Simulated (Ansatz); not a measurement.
Take PbS in the rock salt structure (space group Fm-3m, No. 225; a = 5.903 Å) as the base. Axes: x, y, z lie along the cube axes.

Perturbation: tensor shear ε_xy = −0.29 % (engineering shear γ = -0.0058); the atoms relax in the strained cell.

Levels (all Ansatz, a quantum-chemistry and plane-wave program, PAW): PBEsol (420 eV, no spin-orbit coupling); r2SCAN (500 eV, spin-orbit coupling left out); HSE06 (420 eV, scalar-relativistic without spin-orbit coupling).

At the geometry relaxed with PBEsol, these levels gave the following band gaps, in shuffled order: (a) 0.17 eV, (b) 0.69 eV, (c) 0.52 eV.

Match each gap to its level.

(a) PBEsol; (b) HSE06; (c) r2SCAN.

Single points use the geometry relaxed with PBEsol. HSE06 was sampled on its mesh, a few special points and the semilocal edge points, so its gap is an upper bound. Spin-orbit coupling, missing from the scalar runs, can matter with Pb. Stability against distortions was not tested. The base started in Pnma and relaxed to Fm-3m at this level. The zero or small gap of PbS can change with the level of theory.
